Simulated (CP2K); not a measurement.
Band structure of LiNiS2 (P2/c, 8 atoms in the cell).

```xyz
8
Lattice="5.7726 0.0000 0.0000 0.0000 3.4338 0.0000 -0.0083 0.0000 5.9483" Properties=species:S:1:pos:R:3 pbc="T T T"
Li     2.8801     0.8854     4.4612
Li     2.8842     2.5484     1.4871
Ni    -0.0021     2.5624     1.4871
Ni    -0.0062     0.8714     4.4612
S      1.2163     0.8470     2.4905
S      4.5480     2.5868     3.4578
S      4.5521     0.8470     0.4837
S      1.2122     2.5868     5.4646
```

Method of the run: PBEsol, GPW, DZVP-MOLOPT-SR-GTH basis, GTH-PBE potentials (GTH_POTENTIALS) run with CP2K.

Settings: CUTOFF = 600 Ry; REL_CUTOFF = 50 Ry; SMEAR/METHOD = GAUSSIAN; SIGMA = 0.136 eV; KPOINTS/SCHEME = MONKHORST-PACK 4 7 4; GAMMA_CENTERED = T; XC_FUNCTIONAL = PBE:PBESOL; Li/BASIS_SET = DZVP-MOLOPT-SR-GTH-q3; Li/POTENTIAL = GTH-PBE-q3; Ni/BASIS_SET = DZVP-MOLOPT-SR-GTH-q18; Ni/POTENTIAL = GTH-PBE-q18; S/BASIS_SET = DZVP-MOLOPT-SR-GTH-q6; S/POTENTIAL = GTH-PBE-q6; METHOD = GPW.

The starting cell comes from a database of computed structures (which also holds hypothetical and non-ambient phases and stackings), without a prior relaxation at this level. Its lattice was rescaled by a random factor within 2.5 % of one. Spin polarisation is off, so a magnetic state, if there is one, cannot be reached. Values carry the incompleteness of an atom-centred basis. The potentials were made for another functional than the one used.

Levels in eV from the Fermi level, bands 29 to 34:
| point | 29 | 30 | 31 | 32 | 33 | 34 |
|---|---|---|---|---|---|---|
| Γ | -1.88 | -0.93 | -0.90 | -0.84 | 0.24 | 0.88 |
| Y | -1.39 | -1.39 | -1.36 | -1.36 | 0.12 | 0.12 |
| H | -1.35 | -1.35 | -1.25 | -1.24 | -0.32 | -0.32 |
| C | -1.35 | -1.35 | -1.25 | -1.25 | -0.32 | -0.32 |
| E | -2.06 | -2.06 | -1.91 | -1.91 | 0.39 | 0.39 |
| M1 | -2.06 | -2.06 | -1.91 | -1.91 | 0.39 | 0.39 |
| A | -1.92 | -1.92 | -1.69 | -1.63 | 0.03 | 0.04 |
| X | -1.92 | -1.52 | -0.93 | -0.88 | 0.39 | 0.45 |
| D | -2.05 | -2.05 | -1.87 | -1.87 | 0.20 | 0.20 |

Bands cross the Fermi level along this path, so the cell is metallic at this level.

Higher empty bands are left out: an atom-centred basis made for the valence describes them poorly.
